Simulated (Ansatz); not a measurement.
A 32-atom cell of Ga(As,Sb) started in the zinc blende structure, site fractions As 0.500, Sb 0.500, short-range order -0.04 in the first shell of the mixed sites (0 is random, a negative value favours unlike neighbours), space group P1 at the end. The mixed sublattice has 16 sites.

The mixing enthalpy is taken against the end members in the zinc blende type, relaxed in the same cell and mesh.

Computed with PBE (plane waves to 420 eV, PAW; Ansatz, a program for electronic structure). Scalar-relativistic, without spin–orbit coupling; with elements this heavy it can move edges by tenths of an eV. Its k-point mesh 3×3×3, Fermi–Dirac width 0.01 eV.

```json
[
 {"cell": "GaAs", "energy at zero smearing (eV)": "-138237.745"},
 {"cell": "GaSb", "energy at zero smearing (eV)": "-164285.421"},
 {"cell": "Ga2AsSb", "energy at zero smearing (eV)": "-151260.920"}
]
```

Question: Work out the mixing enthalpy per mixed site and the interaction parameter Ω of a regular solution.

Answer: With x = 8/16 of the second end member, ΔH = [-151260.920 − 8/16 × (-138237.745) − 8/16 × (-164285.421)] / 16 = 41 meV against the separate end members. Ω = ΔH / x(1 − x) = 166 meV, which puts the top of the miscibility gap of this model at Ω / 2k = 960 K.
